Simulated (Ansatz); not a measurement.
Take SiC in the zinc blende structure (space group F-43m, No. 216) as the base.

```
SiC
1.0
    0.00000     2.17831     2.17831
    2.17831     0.00000     2.17831
    2.17831     2.17831     0.00000
C Si
1 1
Direct
  0.75000   0.75000   0.75000
  0.00000   0.00000   0.00000
```

Cartesian axes are those of the cell as printed.

Level of theory: r2SCAN/PAW in Ansatz (a first-principles code), no spin-orbit coupling, earlier PAW set.

It is then changed as follows: uniaxial strain ε_xx = +1.05 %, all other strain components held at zero; the atoms relax in the strained cell.

Task: Predict the stress tensor and what it implies for the stiffness.

Result: Stress of the strained cell less that of the base (GPa, compression positive):
```
  -4.32    0.00    0.00
   0.00   -1.34    0.00
   0.00    0.00   -1.34
```

Then −Δσ_ii/ε with ε = 0.0105 gives relaxed-ion elastic constants: C11 ≈ 411 GPa, C12 ≈ 128 GPa and C13 ≈ 128 GPa.

Whether these cells are dynamically stable was not tested.
